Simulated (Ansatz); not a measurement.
Base system: SiO2 in the rutile structure (space group P4_2/mnm, No. 136; a = 4.185 Å, c = 2.669 Å).

Computed with Ansatz (an electronic-structure program) r2SCAN, no SOC.

Base values:

| Property | Result |
|---|---|
| Electron mass | 0.38 mₑ along c, 0.48 mₑ across (at Γ) |
| Band gap | 6.51 eV |
| Hole mass | 1.7 mₑ along c, 1.1 mₑ across (at Γ) |

Perturbation: a negative pressure, −1 GPa.

What does the calculation give for the electron mass after the change?

The electron mass is still 0.38 mₑ along c, 0.48 mₑ across (at Γ).

Predict the new band gap.

The band gap falls by 0.05 eV, from 6.51 eV to 6.46 eV.

What does the calculation give for the hole mass after the change?

The hole mass becomes 1.8 mₑ along c, 1.1 mₑ across (at Γ) (base: 1.7 mₑ along c, 1.1 mₑ across (at Γ)).

Load acts through the strain it causes; cell and atoms are relaxed under it. Masses are band curvatures over ±0.01 Å⁻¹ around the edge. Whether these cells are dynamically stable was not tested.
